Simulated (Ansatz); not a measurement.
# A computed series for Co: pressure series

The reference is Co in the hcp (Mg type) structure (space group P6_3/mmc, No. 194; a = 2.457 Å, c = 3.968 Å; ferromagnetic).

Cell and atoms are relaxed at each pressure.

Method: PBEsol (Ansatz, an electronic-structure program; PAW; 420 eV plane waves; no SOC), earlier PAW set.

```json
[
 {"change": "base", "shortest interatomic distance": "2.439 Å", "density": "9.43 g/cm³"},
 {"change": "pressure −2 GPa", "shortest interatomic distance": "___", "density": "___"},
 {"change": "pressure −1 GPa", "shortest interatomic distance": "2.442 Å", "density": "9.39 g/cm³"},
 {"change": "pressure 0.3 GPa", "shortest interatomic distance": "2.438 Å", "density": "9.44 g/cm³"},
 {"change": "pressure 0.7 GPa", "shortest interatomic distance": "2.437 Å", "density": "9.46 g/cm³"},
 {"change": "pressure 1.5 GPa", "shortest interatomic distance": "2.434 Å", "density": "9.49 g/cm³"},
 {"change": "pressure 3 GPa", "shortest interatomic distance": "2.429 Å", "density": "9.55 g/cm³"},
 {"change": "pressure 5 GPa", "shortest interatomic distance": "2.423 Å", "density": "9.62 g/cm³"},
 {"change": "pressure 7.5 GPa", "shortest interatomic distance": "2.416 Å", "density": "9.71 g/cm³"},
 {"change": "pressure 10 GPa", "shortest interatomic distance": "2.409 Å", "density": "9.80 g/cm³"}
]
```

### Question
Some entries are withheld; estimate them.

### Answer

- pressure −2 GPa, shortest interatomic distance: 2.446 Å
- pressure −2 GPa, density: 9.36 g/cm³

The magnetic state is the one reached from the starting moments; the real material's order can differ, and small cells can't hold many antiferromagnetic ones. Load acts through the strain it causes; cell and atoms are relaxed under it. Stability against distortions was not tested. No other phases were tried under pressure.
